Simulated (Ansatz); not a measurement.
Base system: AlN in the zinc blende structure (space group F-43m, No. 216).

```yaml
crystal:
  lattice:
    - [0.00000, 2.17113, 2.17113]
    - [2.17113, 0.00000, 2.17113]
    - [2.17113, 2.17113, 0.00000]
  atoms:
    - { symbol: Al, position: [0.00000, 0.00000, 0.00000] }
    - { symbol: N, position: [0.25000, 0.25000, 0.25000] }
```

Cartesian axes are those of the cell as printed.

Computed with plane-wave PAW DFT at the LDA level (Ansatz, a program for electronic structure, 420 eV), spin-orbit coupling left out.

For the base:

* **Smallest direct gap**: 4.39 eV
* **Valley order**: X along ⟨100⟩ 3.25 eV; Γ 4.39 eV

One thing is altered: uniaxial strain ε_zz = +1.50 %, all other strain components held at zero; the atoms relax in the strained cell.

Task: What happens to the energy relative to the base, smallest direct gap, stress and valley order?

Result: The energy increases by 2.1 meV/atom; the smallest direct gap shrinks by 0.16 eV (4.39 eV → 4.23 eV); the stress (xx, yy, zz, yz, xz, xy; compression positive) comes out as (-2.35, -2.35, -4.47, 0.00, 0.00, 0.00) GPa; the valley order (the lowest conduction-band minima on the path, energy above the VBM, named in the base's zone) goes from X along ⟨100⟩ 3.25 eV; Γ 4.39 eV to X along [010] 3.20 eV; X along [001] 3.27 eV; Γ 4.23 eV.

Whether these cells are dynamically stable was not tested. This is not the structure that AlN has at room temperature and ambient pressure.
